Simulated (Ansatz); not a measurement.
The parent structure is MgO (space group P4_2/mnm, No. 136; a = 5.510 Å, c = 3.276 Å; a hypothetical phase, not in the database extracts checked).

It is then changed as follows: cell and atoms relaxed at a pressure of 7.5 GPa.

Levels (all Ansatz, an electronic-structure program, PAW): PBEsol (420 eV, no spin-orbit coupling); HSE06 (420 eV, spin-orbit coupling left out).

The geometry is relaxed with PBEsol.

| Quantity | Value |
|---|---|
| PBEsol band gap | 3.61 eV |

Q: What does HSE06 give at this geometry for the band gap?

A: The band gap goes up by 1.76 eV, from 3.61 eV to 5.37 eV.

Single points use the geometry relaxed with PBEsol. The hybrid gap comes from the SCF mesh plus the semilocal run's edge points and a few special points and is an upper bound. Load acts through the strain it causes; cell and atoms are relaxed under it. Whether these cells are dynamically stable was not tested. No other phases were tried under pressure.
